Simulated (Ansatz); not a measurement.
**How far PBE and PBEsol part for hypothetical diamond Sb, uniaxial strain ε_xx = +1.45 %**

Take Sb in the diamond structure (space group Fd-3m, No. 227; a = 6.988 Å; a hypothetical phase, not in the database extracts checked; relaxed with 0.1 eV smearing) as the base. Axes: x, y, z lie along the cube axes.

(Cell as relaxed with PBE.)

Levels (all Ansatz, a program for electronic structure, PAW): PBE (420 eV, spin-orbit coupling left out); PBEsol (420 eV, no SOC).

Each level relaxes its own structure.

| base | PBE | PBEsol |
|---|---|---|
| volume per atom | 42.66 Å³ | 40.55 Å³ |
| lattice parameter a | 6.988 Å | 6.871 Å |
| band gap | zero | zero |

Modification: the cell is stretched by 1.45 % along x with no lateral relaxation, atoms relaxed at fixed cell.

| quantity | PBE | PBEsol |
|---|---|---|
| shortest interatomic distance | 3.041 Å | 2.990 Å |
| pressure (mean of the normal stresses, compression positive) | -0.4 GPa | -0.5 GPa |
| energy relative to the base (free energy F) | +0.8 meV/atom | +0.7 meV/atom |
| band gap | zero | zero |

PBE's shortest interatomic distance lies 0.051 Å above PBEsol's (1.7 %); the two agree on the band gap. Neither level is exact; PBEsol is the comparison here, not a measurement.

Whether these cells are dynamically stable was not tested.
